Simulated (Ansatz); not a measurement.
## rock-salt TiN (0 0 1) on zinc-blende InP (0 0 1) (film strained to the substrate, started from cuts of the bulks and a machine-learned relaxation)

A periodic stack without vacuum, rock-salt TiN (0 0 1) on zinc-blende InP (0 0 1) (film strained to the substrate, started from cuts of the bulks and a machine-learned relaxation): substrate slab In6P5, film N12Ti12, surface cells [[1, 0], [1, 1]] and [[0, -1], [2, 1]], film strained by -0.8 and -0.8 %, outermost planes In/In and NTi/NTi as cut, which need not be the usual terminations and can put a slab off its formula.

The start was prepared with a machine-learned potential, and the result is one local minimum, with the in-plane cell held and forces under 0.04 eV/Å; the film can end far from its bulk form.

The numbers are results of PBE (plane waves to 420 eV, PAW; Ansatz, a first-principles code), not measurements. Spin–orbit coupling is left out; the runs are not spin-polarised; PBE gaps are too small against experiment. Its k-point mesh 7×7×1, Fermi–Dirac width 0.05 eV.

- interface area: 17.8 Å²
- period: 31.20 Å
- gaps between the outermost planes at the two interfaces: 2.81 and 2.84 Å
- In–Ti contacts across the interfaces within 1.22 times the sum of covalent radii: 2, mean 2.95 Å
- estimate of the barrier: withheld, since the Fermi level falls at or inside a band of the host, which a slab this thin can't settle

```xyz
35
Lattice="4.2111 -0.0007 -0.1649 -0.0007 4.2142 -0.0352 -2.2628 -0.9602 31.3255" Properties=species:S:1:pos:R:3 pbc="T T T"
In    -0.3818    -0.5499     4.4507
In     1.6044     2.1814     1.3753
In    -0.1515    -0.4910    10.4086
In     1.8410     1.5931     7.3301
In    -0.6442    -0.4438    16.3429
In     2.0870     1.6397    13.2856
P     -0.4440     1.5420     2.9061
P     -0.2060     1.6034     8.9024
P      1.7824    -0.5268     5.8588
P      0.0426     1.6519    14.9012
P      2.0125    -0.4798    11.8152
N      0.9964     1.6982    21.2069
N     -1.1083    -0.4085    21.3195
N     -1.1947     1.6815    19.1751
N      0.9217    -0.4264    19.0929
N      1.1637     1.7322    25.4638
N     -0.9416    -0.3745    25.5681
N     -1.0225     1.7158    23.4633
N      1.0833    -0.3916    23.4022
N      1.3307     1.7711    29.7569
N     -0.7726    -0.3426    29.8711
N     -0.8575     1.7516    27.7129
N      1.2486    -0.3556    27.6578
Ti    -1.1083     1.6989    21.3274
Ti     0.9990    -0.4087    21.2563
Ti     0.9225     1.6821    19.2153
Ti    -1.1969    -0.4251    19.2378
Ti    -0.9406     1.7322    25.5896
Ti     1.1660    -0.3740    25.5396
Ti     1.0800     1.7150    23.3270
Ti    -1.0229    -0.3914    23.4387
Ti    -0.7756     1.7750    29.7959
Ti     1.3250    -0.3415    29.6507
Ti     1.2468     1.7519    27.6074
Ti    -0.8586    -0.3559    27.7078
```
